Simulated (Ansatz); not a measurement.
An Ansatz (a first-principles code) run: CuI with a change (uniaxial strain ε_zz = +2.00 %); r2SCAN (Ansatz; PAW; 500 eV plane waves; no spin-orbit coupling).

Input:

Ansatz 0.2 input:
```yaml
crystal:
  lattice:
    - [0, 3.0114048948, 3.0716329927]
    - [3.0114048948, 0, 3.0716329927]
    - [3.0114048948, 3.0114048948, 0]
  atoms:
    - { symbol: Cu, position: [0, 0, 0] }
    - { symbol: I, position: [0.25, 0.25, 0.25] }
basis: { ecutwfc: 500, ecutrho_ratio: 4, xc_grid: 4, fft_grid_basis: typed }
kpoints: { mp_grid: { grid: [10, 10, 10] } }
hamiltonian:
  xc: r2scan
  dispersion: none
  pseudopotentials: { kind: paw }
scf: { occupations: { method: fermi_dirac, width: 0.05 }, convergence: { dr2_threshold: 0.0000000002 } }
relax: { f_tol: 0.005, max_steps: 50 }
output: { forces: true, stress: true }
checkpoint: { write: state.ck, write_every: 1000 }
```

Output (explanatory and most iteration lines left out):

```
Relaxation: its limit of steps is 50 (relax.max_steps)
Pseudopotential: Cu, paw, valence charge 19
Pseudopotential: I, paw, valence charge 17
Crystal: 2 atoms, lattice volume = 55.711 Å³
Basis set: ecut = 500 eV, 1419 PW (Γ), exchange–correlation on 128×128×128 points (64 copies of the dense FFT grid, shifted against one another)
Bands: 22, of which v1, the nominal top of the filled ones, is band 18 counted from 1 (17 counted from 0)
Symmetry: 8 space group operations
Space group: I-4m2 (ITA 119), of the structure as read, at distance tolerance 3.8e-5 Å
k-points: 102 of 1000 (time reversal used)
Functional: x = r2scan, c = r2scan; τ floored in thin density (d = 2e-4 eV/Å³)
SCF iter   1: F=—  HF=-14159.670405 eV  |F-HF|=—  |Δ(HF+E_count)|=         —  Δρ=2.36e-2  dr2=1.83e-1  dr2_τ=1.04e-3  ethr=1.77e-3  ⟨swp⟩=6.1  Hψ=11065  notcnv=0
SCF iter   2: F=—  HF=-14159.713993 eV  |F-HF|=—  |Δ(HF+E_count)|=   4.36e-2  Δρ=2.75e-2  dr2=2.80e-1  dr2_τ=1.60e-3  ethr=5.08e-4  ⟨swp⟩=3.0  Hψ=5694  notcnv=0
SCF 1 converged in 8 iterations: F = -14159.642218 eV  dr2 = 1.20e-10
relax step   1: F+E_penalty+E_count = -14159.64221842 eV  Δ(F+E_penalty+E_count) = +0.000e0 eV  max|allowed force component| = 3.123e-17 eV/Å  Δτ_max = 0.0000 Å  (8 SCF iters, accepted)
Crystal: 2 atoms, lattice volume = 55.711 Å³
SCF iter   1: F=—  HF=-14159.642218 eV  |F-HF|=—  |Δ(HF+E_count)|=         —  Δρ=6.58e-7  dr2=1.20e-10  dr2_τ=6.35e-12  ethr=1.00e-12  ⟨swp⟩=2.9  Hψ=11893  notcnv=0
SCF iter   2: F=-14159.642218 eV  HF=-14159.642218 eV  |F-HF|=1.36e-10  |Δ(HF+E_count)|=  6.00e-11  Δρ=6.82e-7  dr2=1.49e-10  dr2_τ=2.42e-12  ethr=1.00e-12  ⟨swp⟩=5.0  Hψ=8248  notcnv=0
SCF 2 converged in 2 iterations: F = -14159.642218 eV  dr2 = 1.49e-10
SCF converged after 2 iterations
Free energy (F): -14159.642218 eV
Internal energy: -14159.642218 eV  (E = F + TS)
E sigma→0 (E₀):  -14159.642218 eV
Fermi energy:    8.828740 eV
--- Forces (eV/Å), atoms counted from 1 ---
  atom   1  Cu     0.00000000    -0.00000000     0.00000000
  atom   2  I     -0.00000000    -0.00000000    -0.00000000
--- Stress (GPa, compression-positive) ---
       -0.702250       0.000000      -0.000000
        0.000000      -0.702250       0.000000
       -0.000000       0.000000      -1.079365
  P = ⅓ Tr σ = -0.8280 GPa (-8.280 kbar)
--- Relaxed structure (1 steps of the walk, 1 accepted, 0 SCFs on fresh bases) ---
  atoms:
    - { symbol: Cu, position: [0.0, 0.0, 0.0] }
    - { symbol: I, position: [0.24999999999999997, 0.24999999999999997, 0.25] }
```

Spin-orbit coupling, missing from the scalar runs, can matter with I. Whether these cells are dynamically stable was not tested. The final runs are not spin-polarised. The cell was made from CuI in the zinc blende structure (space group F-43m, No. 216) by this change: uniaxial strain ε_zz = +2.00 %.
